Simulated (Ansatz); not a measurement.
Where the default PAW files enter, the runs use the earlier of Ansatz's two default sets.

The decay constant κ of evanescent states in the gap governs leakage through a thin film.

```
AlN
1.0
    3.08864     0.00000     0.00000
   -1.54432     2.67484     0.00000
    1.54432    -0.89161     2.52186
Al N
1 1
Cartesian
  0.00000   0.00000   0.00000
  3.08864   0.00000   1.89140
```

Space group of this cell: F-43m, zinc blende. The cell is taken as given; by PBEsol its mean pressure is 1.3 GPa.

Transport runs along the normal of the first two printed cell vectors, the (111) plane of the conventional cell.

The gap is the functional's own, uncorrected, and κ follows it; spin-orbit coupling is left out. Mid-gap values are interpolated between the computed energies.

### Question
State the band gap and the smallest decay constant κ at mid-gap according to PBEsol (Ansatz, a first-principles code).

### Answer
Gap 3.19 eV on a 12×12×12 mesh; κ = 0.253 1/Å, at the zone centre.
